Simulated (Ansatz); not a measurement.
The reference is KTaO3 in the cubic perovskite structure (space group Pm-3m, No. 221; a = 4.024 Å).

Now apply this change: cell and atoms relaxed at a pressure of 9 GPa.

Levels (all Ansatz, a program for electronic structure, PAW): PBE (420 eV, no spin-orbit coupling); r2SCAN (500 eV, spin-orbit coupling left out).

The geometry is relaxed with PBE.

PBE band gap: 2.26 eV
PBE width of the top valence band: 1.06 eV
PBE smallest direct gap: 2.86 eV

Q: What does r2SCAN give at this geometry for the band gap, width of the top valence band and smallest direct gap?

A: The band gap increases by 0.41 eV, from 2.26 eV to 2.67 eV; the width of the top valence band increases by 0.03 eV (1.06 eV → 1.09 eV); the smallest direct gap grows by 0.44 eV (2.86 eV → 3.30 eV).

Single points use the geometry relaxed with PBE. Their cutoffs differ, which shifts pressures a little. With Ta present, leaving out spin-orbit coupling can change the band edges. Load acts through the strain it causes; cell and atoms are relaxed under it. Stability against distortions was not tested. Competing high-pressure phases were not computed.
